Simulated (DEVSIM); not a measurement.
System: Cr/La2O3/n-In0.53Ga0.47As capacitor, at 300 K.

```tsv
layer (left to right)	material	thickness (nm)	Nd (cm⁻³)
1	La2O3	13.0	-
2	In0.53Ga0.47As	14000	1.6e15
```

Metal gate on the left, work function 4.5 eV. Fixed charge at the semiconductor interface 1e12 cm⁻² (in units of +e); interface traps 6.6e10 cm⁻² eV⁻¹, uniform in energy, neutral level at 0.5 of the gap above the valence band.

Constants are typed, rounded textbook-type inputs, not results; the design itself was drawn at random and stands for no fabricated device. Values at 300 K.

```tsv
parameter	La2O3	In0.53Ga0.47As
gap (eV)	5.8	0.74
affinity (eV)	1.8	4.51
permittivity	27	13.9
Nc (cm⁻³)	-	2.1e17
Nv (cm⁻³)	-	7.7e18
```

DEVSIM, 1D Poisson equation in equilibrium, Boltzmann statistics, complete ionisation; no quantum confinement or tunnelling. Metal contacts follow the ideal Schottky-Mott rule: no Fermi-level pinning, no interface dipoles.

Base results: minimum of the low-frequency capacitance (μF/cm²) 0.0343; capacitance of the dielectric stack (μF/cm²) 1.84; flat-band voltage (V) -0.22; threshold voltage (band bending 2φF) (V) -0.63.

Task: What follows from this one change: substrate doping 1.6e+15 → 3.2e+14 cm^-3?

Result: minimum of the low-frequency capacitance 0.0343 → 0.0232 μF/cm²; capacitance of the dielectric stack little changed (1.84 μF/cm²); flat-band voltage -0.22 → -0.26 V; threshold voltage (band bending 2φF) -0.63 → -0.58 V.

Task: What follows from this one change: La2O3 thickness 0.013 → 0.0052 μm?

Result: minimum of the low-frequency capacitance little changed (0.0348 μF/cm²); capacitance of the dielectric stack 1.84 → 4.60 μF/cm²; flat-band voltage -0.22 → -0.17 V; threshold voltage (band bending 2φF) -0.63 → -0.57 V.

Task: What follows from this one change: interface trap density 6.6e+10 → 0 cm^-2 eV^-1?

Result: minimum of the low-frequency capacitance 0.0343 → 0.0241 μF/cm²; capacitance of the dielectric stack little changed (1.84 μF/cm²); flat-band voltage little changed (-0.22 V); threshold voltage (band bending 2φF) little changed (-0.63 V).
